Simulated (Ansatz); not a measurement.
An Ansatz (a program for electronic structure) input (r2SCAN (Ansatz), scalar-relativistic without spin-orbit coupling):

Ansatz 0.2 input:
```yaml
crystal:
  lattice:
    - [3.197895747, 0, 0]
    - [-1.5989478735, 2.7694589555, 0]
    - [0, 0, 5.0473594843]
  atoms:
    - { symbol: Hf, position: [0.3333333333, 0.6666666667, 0.75] }
    - { symbol: Hf, position: [0.6666666667, 0.3333333333, 0.25] }
basis: { ecutwfc: 500, ecutrho_ratio: 4, xc_grid: 4, fft_grid_basis: typed }
kpoints: { mp_grid: { grid: [17, 17, 9] } }
hamiltonian:
  xc: r2scan
  dispersion: none
  pseudopotentials: { kind: paw }
scf: { occupations: { method: fermi_dirac, width: 0.05 }, convergence: { dr2_threshold: 0.0000000002 } }
output: { forces: true, stress: true }
checkpoint: { write: state.ck, write_every: 1000 }
```

Question: Which symmetry and how many k-points will the program report, and about how many plane waves at Γ?

Answer: Space group P63/mmc (ITA 194) with 24 operations, k-points 165 of 2601, and 1117 plane waves at Γ.

Stability against distortions was not tested. The final runs are not spin-polarised. The cell was made from Ti by this change: Ti → Hf.
